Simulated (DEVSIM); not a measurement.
System: Schottky contact on n-type Si, at 350 K.

Layer 1 from the left is Si, thickness (μm) 8.10, Nd (cm⁻³) 1.1e17, τn (s) 1.5e-6, τp (s) 1.5e-6. Layer 2 from the left is Si, thickness (μm) 4.20, Nd (cm⁻³) 7.9e17, τn (s) 1.5e-6, τp (s) 1.5e-6.

Left contact: Schottky, work function 4.64 eV, emission velocity 4.9e6 cm/s. Right contact: ohmic. Voltage is applied to the left contact. Recombination: SRH at mid-gap, radiative. Mobility is constant in doping.

The device is made up for the run: typed textbook-type constants, with dimensions and the other settings drawn at random. Values at 300 K; Nc and Nv go as T^1.5, mobilities as T to minus their exponent, the gap by Varshni's rule with the affinity fixed.

Si: gap (eV) 1.124, affinity (eV) 4.05, permittivity 11.7, Nc (cm⁻³) 2.86e19, Nv (cm⁻³) 3.1e19, μn (cm²/Vs) 1417, μp (cm²/Vs) 470, T exponent of μn 2.3, T exponent of μp 2.2, B (cm³/s) 4.7e-15, Varshni α (eV/K) 0.000473, Varshni β (K) 636.

Simulated with DEVSIM: 1D drift-diffusion, Boltzmann statistics, complete ionisation; no tunnelling, impact ionisation, image-force lowering or self-heating. Metal contacts follow the ideal Schottky-Mott rule: no Fermi-level pinning, no interface dipoles.

Dark forward current:

| |V| (V) | |J| (A/cm²) |
|---|---|
| 0.05 | 0.3658 |
| 0.10 | 2.268 |
| 0.15 | 12.00 |
| 0.20 | 58.23 |
| 0.25 | 228.8 |
| 0.30 | 622.7 |
| 0.35 | 1219 |
| 0.40 | 1941 |
| 0.45 | 2738 |

Question: Work out the local ideality factor n = ΔV / (kT/q · ln(J2/J1)) between the rows 0.15 and 0.20 V, 0.40 and 0.45 V.

Answer: kT/q = 30.16 mV. From 0.15 to 0.20 V: ln(58.23/12.00) = 1.579, n = 1.05, near the 1 of diffusion or emission over a barrier. From 0.40 to 0.45 V: ln(2738/1941) = 0.344, n = 4.82; the layers' resistance at their doping, Σ W/(qμN) = 5.0e-5 Ω cm², would take 40 mV of this step of 50 mV.

Question: Estimate the current at 0.15 V for emission alone, J0 = q v N_band exp(−φB/kT), and read the barrier back from the simulated current.

Answer: φB = 0.590 eV, N_band = 3.60e19 cm⁻³, J0 = 0.0903 A/cm²; J = J0 (exp(qV/kT) − 1) = 13.0 A/cm². The simulation gives 12.0 A/cm²; the estimate lies 8.1 % above. Read backwards, the simulated current gives an apparent barrier of 0.592 eV. The estimate leaves out transport through the depletion region and minority injection.
